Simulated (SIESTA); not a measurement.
Band structure of ZnS (P6_3mc, 8 atoms in the cell).

```
ZnS
1.0
    3.72173     0.00000     0.00000
   -1.86086     3.22311     0.00000
    0.00000     0.00000    12.16743
Zn S
4 4
Direct
  0.66667   0.33333   0.74993
  0.33333   0.66667   0.24993
  0.00000   0.00000   0.50000
  0.00000   0.00000   0.00000
  0.66667   0.33333   0.93773
  0.33333   0.66667   0.43773
  0.00000   0.00000   0.68734
  0.00000   0.00000   0.18734
```

Method of the run: GGA PBE, numerical atomic orbitals DZP, PseudoDojo PBE standard norm-conserving potentials (rewritten from UPF to PSML) (SIESTA).

Settings: XC.functional = GGA; XC.authors = PBE; potentials = PseudoDojo PBE standard; PAO.BasisSize = DZP; PAO.EnergyShift = 0.01 Ry; MeshCutoff = 350 Ry; kgrid.MonkhorstPack = 8 8 3; OccupationFunction = FD; ElectronicTemperature = 20 meV; MaxSCFIterations = 150; SCF.Mixer.Method = Broyden; SCF.Mixer.Weight = 0.2; SCF.Mixer.History = 6; SCF.DM.Tolerance = 1.0E-05.

The starting cell comes from a database of computed structures (which also holds hypothetical and non-ambient phases and stackings), without a prior relaxation at this level. Its lattice was rescaled by a random factor within 2.5 % of one. Values carry the incompleteness of an atom-centred basis.

Task: Predict the gap along the standard path and the places of the band edges.

Result: The gap along the path is 3.05 eV, direct at Γ to within 0.01 eV.

Levels in eV from the top of the valence band on the path, bands 49 to 53:
```json
[
 {"point": "Γ", "49": "-0.49", "50": "-0.03", "51": "0.00", "52": "0.00", "53": "3.05"},
 {"point": "M", "49": "-1.75", "50": "-1.70", "51": "-1.19", "52": "-0.93", "53": "3.69"},
 {"point": "K", "49": "-2.55", "50": "-1.92", "51": "-1.92", "52": "-1.42", "53": "5.12"},
 {"point": "A", "49": "-0.16", "50": "-0.16", "51": "-0.16", "52": "-0.16", "53": "3.85"},
 {"point": "L", "49": "-1.63", "50": "-1.63", "51": "-1.19", "52": "-1.19", "53": "4.11"},
 {"point": "H", "49": "-1.97", "50": "-1.97", "51": "-1.75", "52": "-1.75", "53": "4.66"}
]
```

Higher empty bands are left out: an atom-centred basis made for the valence describes them poorly.
